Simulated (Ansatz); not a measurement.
# BN (R3m): band-edge transport data

Consider the following.

```
CELL_PARAMETERS angstrom
      1.25001     0.72169     3.18721
     -1.25001     0.72169     3.18721
      0.00000    -1.44339     3.18721
ATOMIC_POSITIONS crystal
  B  0.99977 0.99977 0.99977
  N  0.33266 0.33266 0.33266
```

All values below come from r2SCAN, rigid bands (plane waves, PAW, scalar-relativistic; Ansatz, a quantum-chemistry and plane-wave program). Condition of this run: functional r2SCAN on the same cell. Geometry: cell and atoms relaxed with PBEsol+d3bj.

The band gap comes out as 4.60 eV and the electron conductivity mass (300 K, dilute) is 0.42 (x), 0.42 (y), 0.74 (z) mₑ. The hole conductivity mass (300 K, dilute) comes out as 0.69 (x), 0.69 (y), 3.4 (z) mₑ and the effective density of states N_c (300 K) is 4.8e19 cm⁻³. The effective density of states N_v (300 K) comes out as 3.7e20 cm⁻³. The density-of-states mass, electrons is 1.55 mₑ and the density-of-states mass, holes comes out as 6.0 mₑ. The Seebeck coefficient, n-type 1e19 cm⁻³, 300 K is -356 μV/K. The best n-type power factor at 300 K for τ = 10 fs (best axis; densities from 1e16 to 1e21 cm⁻³ tried, whether or not they can be reached) comes out as 19.6 μW/(cm·K²) at 3e20 cm⁻³, the Seebeck coefficient, p-type 1e19 cm⁻³, 300 K comes out as 503 μV/K and the best p-type power factor at 300 K for τ = 10 fs (best axis; densities from 1e16 to 1e21 cm⁻³ tried, whether or not they can be reached) is 54 μW/(cm·K²) at 3e20 cm⁻³.

Rigid bands; masses and Seebeck coefficients take one relaxation time τ for all states and one kind of carrier; polarons and phonon drag are left out. Spin-orbit coupling is left out. Geometry: cell and atoms relaxed with PBEsol+D3(BJ).

Computed structure, not matched to a measured one here, so possibly hypothetical: BN (R3m).
